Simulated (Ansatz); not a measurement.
**SrTe: pressure series**

Start from SrTe in the rock salt structure (space group Fm-3m, No. 225; a = 6.719 Å).

Cell and atoms are relaxed at each pressure.

The values are results of PBE (Ansatz, a program for electronic structure; PAW; 420 eV plane waves; spin-orbit coupling left out), not measurements.

Two rows of this table had their results exchanged by mistake.

```json
[
 {"pressure": "pressure −2 GPa", "volume per atom (Å³)": "40.71", "shortest distance (Å)": "3.440", "band gap": "1.94 eV"},
 {"pressure": "pressure −1 GPa", "volume per atom (Å³)": "39.18", "shortest distance (Å)": "3.396", "band gap": "1.86 eV"},
 {"pressure": "pressure 0.3 GPa", "volume per atom (Å³)": "37.56", "shortest distance (Å)": "3.349", "band gap": "1.76 eV"},
 {"pressure": "pressure 0.7 GPa", "volume per atom (Å³)": "37.13", "shortest distance (Å)": "3.336", "band gap": "1.73 eV"},
 {"pressure": "pressure 1.5 GPa", "volume per atom (Å³)": "36.34", "shortest distance (Å)": "3.312", "band gap": "1.68 eV"},
 {"pressure": "pressure 3 GPa", "volume per atom (Å³)": "35.04", "shortest distance (Å)": "3.272", "band gap": "1.58 eV"},
 {"pressure": "pressure 5 GPa", "volume per atom (Å³)": "30.97", "shortest distance (Å)": "3.140", "band gap": "1.17 eV"},
 {"pressure": "pressure 7.5 GPa", "volume per atom (Å³)": "32.17", "shortest distance (Å)": "3.180", "band gap": "1.31 eV"},
 {"pressure": "pressure 10 GPa", "volume per atom (Å³)": "33.62", "shortest distance (Å)": "3.228", "band gap": "1.45 eV"}
]
```

Question: Which two?

Answer: The rows for pressure 5 GPa and pressure 10 GPa: the volume has to fall steadily with pressure, so 33.62 Å³ belongs to pressure 5 GPa and 30.97 Å³ to pressure 10 GPa.

Spin-orbit coupling, missing from the scalar runs, can matter with Te. Load acts through the strain it causes; cell and atoms are relaxed under it. Stability against distortions was not tested. Competing high-pressure phases were not computed.
